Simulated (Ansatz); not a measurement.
# The (321) surface of bcc V in its 1x1 cell, outermost plane spacing 0.80 Å in the ideal cut

Calculation: r2SCAN, at the PBE geometry (plane waves to 500 eV, PAW; Ansatz, an electronic-structure program).

Set-up: 14 atoms, 10.4 Å thick at the start (thin: gaps and levels are the slab's own); mesh 14x6x1; 0.1 eV smearing; dipole correction on; single point; on the structure that PBE left under its start's symmetry; no spin, no spin-orbit, no U.

| Quantity | Value |
|---|---|
| surface energy (mean of both faces) | 2.89 J/m² |
| work function of the top face | 4.19 eV |
| cost | roughly 6 core-minutes |
